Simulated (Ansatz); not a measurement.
Given:

```
CELL_PARAMETERS angstrom
      3.06123     0.00000     0.00000
      0.00000     4.32923     0.00000
      1.53061     2.16461     1.67224
ATOMIC_POSITIONS crystal
  N  0.00000 0.00000 0.00000
  Zr 0.00000 0.50000 0.00000
```

No spin polarisation.

Method: PBEsol, PAW, 420 eV (Ansatz, a first-principles code; scalar-relativistic without spin-orbit coupling). Settings: 18×18×18 k-points, 0.05 eV Fermi–Dirac smearing.

Problem. What space group does the calculation give?

Solution. Immm (No. 71).

Problem. What is the computed pressure (mean of the normal stresses, compression positive)?

Solution. 20.4 GPa.

The cells carry an imposed strain or load. No phonon test of stability was made. The final runs are not spin-polarised. The cell was made from ZrN in the rock salt structure (space group Fm-3m, No. 225) by this change: biaxial strain −4.90 %, plane normal [110], relaxed out of plane.
